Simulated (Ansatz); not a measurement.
Consider CsSrF$_{3}$ in the cubic perovskite structure (space group Pm-3m, No. 221; a = 4.7374 Å; a cell from a computed database, its experimental status unchecked). Axes: x, y, z lie along the cube axes.

The values are results of PBEsol, PAW, 420 eV (Ansatz, a quantum-chemistry and plane-wave program; spin-orbit coupling left out), earlier PAW set, not measurements.

Perturbation: the cell is compressed by 3.19 % along y with no lateral relaxation; the atoms relax in the strained cell.

**Question.** Predict the stress tensor and what it implies for the stiffness.

**Answer.** Stress of the strained cell less that of the base (GPa, compression positive):
```
   0.60    0.00    0.00
   0.00    3.72    0.00
   0.00    0.00    0.60
```

Then −Δσ_ii/ε with ε = -0.0319 gives secant stiffness values (nonlinear terms included at this strain): C22 ≈ 117 GPa, C12 ≈ 19 GPa and C23 ≈ 19 GPa.

As a check, the harmonic strain energy −½ V₀ Δσ:ε is 7.9 meV/atom; the computed energy rise is 7.4 meV/atom.

No phonon test of stability was made. Many cubic perovskites are stable only at high temperature; tilts and polar distortions were not tested.
